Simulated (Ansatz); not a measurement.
Polymorphs of BN, PBE, rigid bands in Ansatz (a first-principles code); geometry: cell and atoms relaxed with PBEsol.
- F-43m, primitive cell of 2: a = b = c = 2.5496 Å, α = β = γ = 60.00°
- P6_3mc, primitive cell of 4: a = 2.541 Å, b = 2.541 Å, c = 4.203 Å, α = 90.00°, β = 90.00°, γ = 120.00°

```tsv
Space group	volume per atom (Å³)	band gap	electron conductivity mass	hole conductivity mass	Seebeck coefficient, n-type 1e19 cm⁻³
F-43m	5.9	4.48 eV	0.39 mₑ	0.70 mₑ	___
P6_3mc	5.9	5.19 eV	___	0.94 mₑ	-251 μV/K
```

**Question.** What belongs in the gaps?

**Answer.** 
- F-43m, Seebeck coefficient, n-type 1e19 cm⁻³: -285 μV/K
- P6_3mc, electron conductivity mass: 0.42 mₑ

Masses are for dilute carriers at 300 K, harmonic means over directions unless an axis is named. Seebeck coefficients are for the stated density at 300 K, with one relaxation time for all states and whether or not that doping can be reached. Spin-orbit coupling is left out.
